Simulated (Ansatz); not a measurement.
Zinc-blende KH (model structure) was calculated with LDA (PAW; Ansatz, an electronic-structure program).

Numerical settings: plane-wave cutoff 500 eV, 10×10×10 k mesh, gaussian smearing 0.02 eV, scalar-relativistic PAW data made under PBE.

Cell (relaxed at this level):

```cif
data_H4K4
_chemical_formula_sum 'K4 H4'
_space_group_name_H-M_alt 'F-43m'
_space_group_IT_number 216
_space_group_name_Hall 'F -4 2 3'
_cell_length_a 5.99388
_cell_length_b 5.99388
_cell_length_c 5.99388
_cell_angle_alpha 90.000
_cell_angle_beta 90.000
_cell_angle_gamma 90.000
loop_
_atom_site_label
_atom_site_type_symbol
_atom_site_symmetry_multiplicity
_atom_site_Wyckoff_symbol
_atom_site_fract_x
_atom_site_fract_y
_atom_site_fract_z
_atom_site_occupancy
K1 K 4 a 0.00000 0.00000 0.00000 1
H1 H 4 d 0.75000 0.75000 0.75000 1
```
(The calculation used a cell of 2 atoms; values per cell refer to that cell.)

Give the computed band gap.


* **band gap**: 3.39 eV (on the SCF k mesh)

Note: the relaxation could raise the start's symmetry but not lower it, so the cell can be a saddle point.

The computed numbers hold no vibrational or temperature effects.

A model structure was made by putting elements into a prototype or built by hand; it is no filed structure, need not be a known phase, and can be a saddle point held by its symmetry.
